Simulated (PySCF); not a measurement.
PySCF 2.14.0, PBE/def2-tzvp, df: Mg(OH)(SiH3) ([OH][Mg][SiH3]), 7 atoms. The geometry is a generated start, not checked to be a minimum at this level.

| Item | Value |
|---|---|
| task | energy |
| method | pbe |
| basis | def2-tzvp |
| two-electron scheme | density fitting |
| mol.max_memory | 3000 MB |
| mf.max_cycle | 100 |
| mf.init_guess | minao (default) |
| mf.DIIS | CDIIS (default) |
| mf.diis_space | 8 (default) |
| mf.conv_tol | 1e-09 (default) |
| mf.grids.level | 3 (default) |
| basis functions | 124 |
| grid points | 91080 |

```xyz
7

Mg    -0.4593     1.0630    -0.1220
O     -0.3837     2.1248    -1.4380
H     -0.3272     2.7241    -2.1752
Si     0.1742    -1.0950     0.7879
H      0.2153    -2.1140    -0.2760
H     -0.7315    -1.6274     1.8204
H      1.5122    -1.0754     1.4029
```

One run each on 2 threads, 1 BLAS thread. Values of level_shift (Hartree) tried: 0 (default), 0.1, 0.3, 1.

Task: Which value of level_shift (Hartree) needs the fewest Fock builds, and what happens away from it?

Result: Fewest Fock builds, within one of each other: 0 (default) with 14, 0.1 with 14. The count rises to 57 at 1. All converge to one solution.

```csv
level_shift (Hartree),Fock builds,end
0 (default),14,same solution
0.1,14,same solution
0.3,21,same solution
1,57,same solution
```
